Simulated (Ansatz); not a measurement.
The reference is VBiO$_{4}$ (space group I4_1/a, No. 88; a = 5.1210 Å, c = 11.6231 Å).

Calculations: r2SCAN in Ansatz (plane waves to 500 eV, PAW, scalar-relativistic without spin-orbit coupling), earlier PAW set.

One change was made to it. Results:

```json
[
 {"quantity": "shortest interatomic distance", "base": "1.723 Å", "after": "1.694 Å"},
 {"quantity": "c/a ratio", "base": "2.270", "after": "2.209"}
]
```

### Question
What was done to the base?
A. pressure −2 GPa
B. pressure 30 GPa
C. pressure 1.8 GPa
D. pressure −1 GPa

### Answer
B, pressure 30 GPa. For comparison, the shortest interatomic distance in the other runs: pressure −2 GPa gives 1.726 Å; pressure 1.8 GPa gives 1.720 Å; pressure −1 GPa gives 1.724 Å.

Load acts through the strain it causes; cell and atoms are relaxed under it. No phonon test of stability was made. Competing high-pressure phases were not computed. Seeded moments were not kept for the base. The final runs are not spin-polarised.

Ansatz is a first-principles code.
